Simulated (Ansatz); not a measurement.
Migration barriers of interstitials in nitrides: PBE bands (Ansatz, a first-principles code, plane waves to 420 eV, PAW, climbing-image NEB) beside the CHGNet universal potential on its own band (it has no charge state). Forward barriers of single hops from the lowest site run, static nuclei, no finite-size correction. The rows are a random draw from the bands that converged and passed our checks of state and shape. Saddle orders were checked for a part of the study's bands only and are not shown. Charge states are imposed.

| Defect | Route | Hop (Å), direction in the unit cell | End over start, densest mesh run (eV) | Cell and PBE mesh | CHGNet k-points | PBE (eV) | CHGNet (eV) |
|---|---|---|---|---|---|---|---|
| interstitial Ga in wurtzite GaN, charge +3 | Ga moves farthest | 1.86 along (0.64, 0.37, 0.10) | 0.12 | 192 sites, one k-point at (0.125, 0.250, 0.250) | none | 0.68 | 0.53 |
| interstitial Zn in wurtzite AlN, charge +2 | Zn moves farthest | 2.50 along (0.00, 0.00, -0.50) | 0.00 | 72 sites, Γ | none | 1.79 | ___ |
| interstitial Ca in wurtzite GaN, charge +2 | Ca moves farthest | 2.62 along (0.00, 0.00, -0.50) | 0.00 | 72 sites, 2×2×2 shifted along c | none | 2.85 | 1.38 |
| interstitial Ag in wurtzite AlN, charge +1 | Ag moves farthest | 1.55 along (0.00, -0.49, 0.00) | 0.00 | 72 sites, 2×2×2 shifted along c | none | 0.79 | 0.83 |
| interstitial Cu in rock-salt TiN, charge 0 | Cu moves farthest | 2.12 along (0.00, 0.50, 0.00) | 0.00 | 64 sites, 3×3×3 shifted | none | 1.43 | 0.86 |
| interstitial Al in wurtzite AlN, charge +3 | Al moves farthest | 2.51 along (0.00, 0.00, -0.50) | 0.00 | 192 sites, Γ | none | 2.33 | ___ |
| interstitial O in rock-salt TiN, charge 0 | O moves farthest | 2.12 along (0.50, 0.00, 0.00) | 0.00 | 64 sites, 3×3×3 shifted | none | 1.76 | 1.34 |

**Question.** Complete the blanks.

**Answer.** 
- interstitial Zn in wurtzite AlN, charge +2, CHGNet (eV): 1.35
- interstitial Al in wurtzite AlN, charge +3, CHGNet (eV): 1.36
